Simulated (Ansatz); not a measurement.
System: interstitial H in zinc-blende GaP (charge state +1). The step: several atoms move together, H the farthest; the atom moves 1.73 Å along (0.22, -0.22, -0.01) of the unit cell; the moving atom starts with neighbours Ga at 1.92; P at 1.43 Å and ends with Ga at 1.92; P at 1.43 Å. DFT values are from Ansatz (plane-wave PAW, 420 eV unless said) in a cell of 64 host sites, spin-restricted, static, with no finite-size correction. The charge state is imposed; whether it is stable for some Fermi level was not computed. Sites that were not tried may lie lower. For the PBE band: the saddle point's order was not checked, and it lies on a symmetry element of the cell, where a band can be held.

```
Level                                                                    Forward barrier (eV)  Cost of the band or of the saddle's single point
-----------------------------------------------------------------------  --------------------  ------------------------------------------------
CHGNet universal potential (has no charge state), its own band                           0.27                                                 -
PBE, one k-point at (0.250, 0.250, 0.250), band relaxed                                  0.39            about 60 core-minutes (a rough figure)
PBE, a 2×2×2 k-point mesh shifted by half a step, same geometries                        0.36             about 5 core-minutes (a rough figure)
r2SCAN at 500 eV, one k-point at (0.250, 0.250, 0.250), same geometries                     …                          roughly 2.2 core-minutes
```

Question: Complete the blanks.

Answer: 
- r2SCAN at 500 eV, one k-point at (0.250, 0.250, 0.250), same geometries, Forward barrier (eV): 0.46

Ansatz is an electronic-structure program.
